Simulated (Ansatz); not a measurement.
Hypothetical zinc blende BiAs, pressure series

Start from BiAs in the zinc blende structure (space group F-43m, No. 216; a hypothetical phase, not in the database extracts checked).

```yaml
crystal:
  lattice:
    - [0.00000, 3.35209, 3.35209]
    - [3.35209, 0.00000, 3.35209]
    - [3.35209, 3.35209, 0.00000]
  atoms:
    - { symbol: As, position: [0.75000, 0.75000, 0.75000] }
    - { symbol: Bi, position: [0.00000, 0.00000, 0.00000] }
```

Cell and atoms are relaxed at each pressure.

Levels (all Ansatz, a program for electronic structure, PAW): PBE (420 eV, no spin-orbit coupling); r2SCAN (500 eV, spin-orbit coupling left out).

The base cell above is that of PBE; each level relaxes its own structures.

```tsv
case	volume per atom, PBE	volume per atom, r2SCAN
pressure −2 GPa	40.00 Å³	38.84 Å³
pressure −1 GPa	38.75 Å³	[?]
pressure 0.3 GPa	37.38 Å³	[?]
pressure 0.7 GPa	37.01 Å³	36.22 Å³
pressure 1.5 GPa	36.33 Å³	35.62 Å³
pressure 3 GPa	35.19 Å³	34.58 Å³
pressure 5 GPa	33.91 Å³	[?]
pressure 7.5 GPa	32.57 Å³	[?]
pressure 10 GPa	31.45 Å³	31.10 Å³
```

Question: Complete the table.

Answer: 
- pressure −1 GPa, volume per atom, r2SCAN: 37.76 Å³
- pressure 0.3 GPa, volume per atom, r2SCAN: 36.55 Å³
- pressure 5 GPa, volume per atom, r2SCAN: 33.40 Å³
- pressure 7.5 GPa, volume per atom, r2SCAN: 32.16 Å³

PBE lies above r2SCAN in every row, by 0.34 Å³ to 1.15 Å³. They put the cases in the same order.

Load acts through the strain it causes; cell and atoms are relaxed under it. Whether these cells are dynamically stable was not tested. Competing high-pressure phases were not computed. All final runs are without spin polarisation.
